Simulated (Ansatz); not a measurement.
**Effect of pressure −1 GPa on W**

Consider W in the bcc (W type) structure (space group Im-3m, No. 229; a = 3.170 Å).

The change: hydrostatic tension (pressure −1 GPa).

Method: plane-wave PAW DFT at the r2SCAN level (Ansatz, an electronic-structure program, 500 eV), no SOC, earlier PAW set. k-mesh 21×21×21 (Γ-centred); smearing 0.05 eV (Fermi–Dirac).

| quantity | base | changed | shift |
|---|---|---|---|
| volume per atom | 15.93 Å³ | 15.98 Å³ | +0.05 Å³ |
| density | 19.17 g/cm³ | 19.11 g/cm³ | -0.06 g/cm³ |
| shortest interatomic distance | 5.188 bohr | 5.193 bohr | +0.0055 bohr |
| enthalpy H = E + PV relative to the base's energy | – | -0.10 eV/atom | – |
| band gap | zero | zero | – |

Load acts through the strain it causes; cell and atoms are relaxed under it. Whether these cells are dynamically stable was not tested. The final runs are not spin-polarised.
